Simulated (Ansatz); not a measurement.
Pair distribution function (total) of W (bcc), cell W54, with the crystal as the starting point, held near 7 GPa [in the run: it stayed crystalline; mean temperature 310 K (target 300 K); density 19.26 g/cm³; mean pressure 7.5 GPa against a target of 7; one k-point, which a denser mesh shifts by -0.3 GPa in pressure and 0.09 eV/Å in forces], from MD at 310 K. Calculation: PBE (plane waves, PAW; Ansatz, a program for electronic structure). Volume per atom 15.85 Å³, mean pressure 7.5 GPa. 

(r (Å), g(r)): (1.78, 0.00); (1.82, 0.00); (1.86, 0.00); (1.90, 0.00); (1.94, 0.00); (1.98, 0.00); (2.02, 0.00); (2.06, 0.00); (2.10, 0.00); (2.14, 0.00); (2.18, 0.00); (2.22, 0.00); (2.26, 0.00); (2.30, 0.00); (2.34, 0.00); (2.38, 0.00); (2.42, 0.00); (2.46, 0.00); (2.50, 0.00); (2.54, 0.01); (2.58, 0.13); (2.62, 0.93); (2.66, 3.51); (2.70, 7.56); (2.74, 9.79); (2.78, 7.25); (2.82, 3.25); (2.86, 0.95); (2.90, 0.19); (2.94, 0.03); (2.98, 0.01); (3.02, 0.09); (3.06, 0.79); (3.10, 2.72); (3.14, 5.24); (3.18, 5.59); (3.22, 3.18); (3.26, 1.07); (3.30, 0.18); (3.34, 0.02); (3.38, 0.00); (3.42, 0.00); (3.46, 0.00); (3.50, 0.00); (3.54, 0.00); (3.58, 0.00); (3.62, 0.00); (3.66, 0.00); (3.70, 0.00); (3.74, 0.00); (3.78, 0.00); (3.82, 0.00); (3.86, 0.00); (3.90, 0.00); (3.94, 0.00); (3.98, 0.00); (4.02, 0.00); (4.06, 0.00); (4.10, 0.00); (4.14, 0.00); (4.18, 0.00); (4.22, 0.00); (4.26, 0.01); (4.30, 0.05); (4.34, 0.37); (4.38, 1.43); (4.42, 3.35); (4.46, 4.91); (4.50, 4.65); (4.54, 2.79); (4.58, 1.03); (4.62, 0.26); (4.66, 0.04); (4.70, 0.00)

Task: From these data, give where the first shell ends and the number of neighbours in it.

Result: first minimum near 3.0 Å (g down to about 0.01); 8.0 neighbours in the shell, from n = 4πρ∫r²g(r)dr.
